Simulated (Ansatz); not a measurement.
Consider V3Si in the A15 (Cr3Si type) structure (space group Pm-3n, No. 223; a = 4.701 Å).

(Cell as relaxed with PBE.)

Levels (all Ansatz, an electronic-structure program, PAW, earlier PAW set): PBE (420 eV, no SOC); PBEsol (420 eV, scalar-relativistic without spin-orbit coupling).

Each level relaxes its own structure.

```tsv
base	PBE	PBEsol
volume per atom	12.99 Å³	12.57 Å³
lattice parameter a	4.701 Å	4.650 Å
band gap	zero	zero
```

Now apply this change: a hydrostatic pressure of 9 GPa.

```
quantity                           PBE  PBEsol
-----------------------------  -------  ------
shortest interatomic distance  2.317 Å       …
band gap                          zero       …
```

Task: Predict the PBEsol column.

Result: 
- shortest interatomic distance, PBEsol: 2.294 Å
- band gap, PBEsol: zero

PBE's shortest interatomic distance lies 0.023 Å above PBEsol's (1.0 %); the two agree on the band gap. Neither level is exact; PBEsol is the comparison here, not a measurement.

Load acts through the strain it causes; cell and atoms are relaxed under it. Stability against distortions was not tested. Competing high-pressure phases were not computed. Seeded moments were not kept for the base. The final runs are not spin-polarised.
